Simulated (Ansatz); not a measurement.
Start from MoS₂ in the 2H-MoS2 type structure (space group P6_3/mmc, No. 194; a = 3.149 Å, c = 12.092 Å; layered, stacked along the Cartesian z axis).

Calculations: DFT with PBE-D3(BJ), PAW potentials and a 420 eV plane-wave cutoff in Ansatz (a program for electronic structure), without spin-orbit coupling, earlier PAW set.

One change was made to it. Results:

| quantity | base | after |
|---|---|---|
| c/a ratio | 3.839 | 3.723 |
| band gap | 0.78 eV | 0.49 eV |
| valence-band top at Γ (three highest levels, from the VBM) | 0.00, -1.11, -1.28 eV | 0.00, -0.88, -1.61 eV |
| hole mass | 1.0 mₑ along c, 0.61 mₑ across (at Γ) | 1.3 mₑ along c, 0.45 mₑ across (at Γ) |

Q: What was done to the base?
(A) pressure 9 GPa
(B) pressure 4.5 GPa
(C) pressure −2 GPa

A: B, pressure 4.5 GPa. For comparison, the band gap in the other runs: pressure −2 GPa gives 1.04 eV; pressure 9 GPa gives 0.31 eV.

Load acts through the strain it causes; cell and atoms are relaxed under it. Masses are band curvatures over ±0.01 Å⁻¹ around the edge. Stability against distortions was not tested. No other phases were tried under pressure.
